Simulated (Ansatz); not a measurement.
The parent structure is Hf in the hcp (Mg type) structure (space group P6_3/mmc, No. 194; a = 3.2040 Å, c = 5.0726 Å; relaxed with 0.1 eV smearing). Axes: x lies along a and z along c of the hexagonal cell.

Calculations: DFT with PBE, PAW potentials and a 420 eV plane-wave cutoff in Ansatz (a program for electronic structure), scalar-relativistic without spin-orbit coupling.

Modification: the cell is stretched by 1.50 % along z with no lateral relaxation, atoms relaxed at fixed cell.

Predict the stress tensor and what it implies for the stiffness.

Stress of the strained cell less that of the base (GPa, compression positive):
```
   -1.0     0.0     0.0
    0.0    -1.0     0.0
    0.0     0.0    -2.8
```

Then −Δσ_ii/ε with ε = 0.0150 gives secant stiffness values (nonlinear terms included at this strain): C33 ≈ 186 GPa, C13 ≈ 64 GPa and C23 ≈ 64 GPa.

No phonon test of stability was made. The final runs are not spin-polarised.
